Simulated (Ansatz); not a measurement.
Base system: Pb in the fcc (Cu type) structure (space group Fm-3m, No. 225; a = 4.9341 Å; relaxed with 0.1 eV smearing).

Computed with Ansatz (a program for electronic structure) PBEsol, no spin-orbit coupling.

Strains are applied to the cell and any free atomic positions relax.

One change was made to it. Results:

```csv
quantity,base,after
energy relative to the base (free energy F),0 meV/atom,+4.1 meV/atom
pressure,0.0 GPa,1.5 GPa
band gap,zero,zero
```

**Question.** Which change produced these results?
(A) isotropic strain −0.50 %
(B) isotropic strain −2.00 %
(C) isotropic strain +1.50 %
(D) isotropic strain −3.00 %
(E) isotropic strain −1.00 %

**Answer.** E, isotropic strain −1.00 %. For comparison, the energy relative to the base in the other runs: isotropic strain −2.00 % gives +17 meV/atom; isotropic strain −0.50 % gives +1.0 meV/atom; isotropic strain +1.50 % gives +8.5 meV/atom; isotropic strain −3.00 % gives +40 meV/atom.

No phonon test of stability was made.
